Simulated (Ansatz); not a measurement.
```yaml
crystal:
  lattice:
    - [11.00000, 0.00000, 0.00000]
    - [0.00000, 11.00000, 0.00000]
    - [0.00000, 0.00000, 4.16976]
  atoms:
    - { symbol: Ca, position: [0.50000, 0.50000, 0.00000] }
    - { symbol: O, position: [0.50000, 0.50000, 0.50000] }
```

Calculation: PBE (plane waves to 420 eV, PAW; Ansatz, a first-principles code). Mesh 1×1×70. No spin polarisation. Isolated but for its images some 11 Å away. A hypothetical model. Only distortions within the start's symmetry and period were free. Pairing along the axis, which can open a gap, is among the distortions not tried.

**Question.** Tabulate the two highest filled and two lowest empty levels along the axis, from the valence top.

**Answer.** 
```json
[
 {"k (2π/c)": "0.000", "v2 (eV)": "-0.87", "v1 (eV)": "0.00", "c1 (eV)": "1.44", "c2 (eV)": "–"},
 {"k (2π/c)": "0.042", "v2 (eV)": "-0.88", "v1 (eV)": "-0.04", "c1 (eV)": "1.45", "c2 (eV)": "–"},
 {"k (2π/c)": "0.083", "v2 (eV)": "-0.91", "v1 (eV)": "-0.17", "c1 (eV)": "1.49", "c2 (eV)": "–"},
 {"k (2π/c)": "0.125", "v2 (eV)": "-0.94", "v1 (eV)": "-0.38", "c1 (eV)": "1.56", "c2 (eV)": "–"},
 {"k (2π/c)": "0.167", "v2 (eV)": "-0.99", "v1 (eV)": "-0.63", "c1 (eV)": "1.65", "c2 (eV)": "–"},
 {"k (2π/c)": "0.208", "v2 (eV)": "-1.05", "v1 (eV)": "-0.91", "c1 (eV)": "1.77", "c2 (eV)": "–"},
 {"k (2π/c)": "0.250", "v2 (eV)": "-1.11", "v1 (eV)": "-1.11", "c1 (eV)": "1.91", "c2 (eV)": "–"},
 {"k (2π/c)": "0.292", "v2 (eV)": "-1.17", "v1 (eV)": "-1.17", "c1 (eV)": "2.07", "c2 (eV)": "–"},
 {"k (2π/c)": "0.333", "v2 (eV)": "-1.22", "v1 (eV)": "-1.22", "c1 (eV)": "–", "c2 (eV)": "–"},
 {"k (2π/c)": "0.375", "v2 (eV)": "-1.26", "v1 (eV)": "-1.26", "c1 (eV)": "–", "c2 (eV)": "–"},
 {"k (2π/c)": "0.417", "v2 (eV)": "-1.29", "v1 (eV)": "-1.29", "c1 (eV)": "–", "c2 (eV)": "–"},
 {"k (2π/c)": "0.458", "v2 (eV)": "-1.31", "v1 (eV)": "-1.31", "c1 (eV)": "–", "c2 (eV)": "–"},
 {"k (2π/c)": "0.500", "v2 (eV)": "-1.32", "v1 (eV)": "-1.32", "c1 (eV)": "–", "c2 (eV)": "–"}
]
```
A dash stands for levels within 1 eV of the vacuum level or above it.
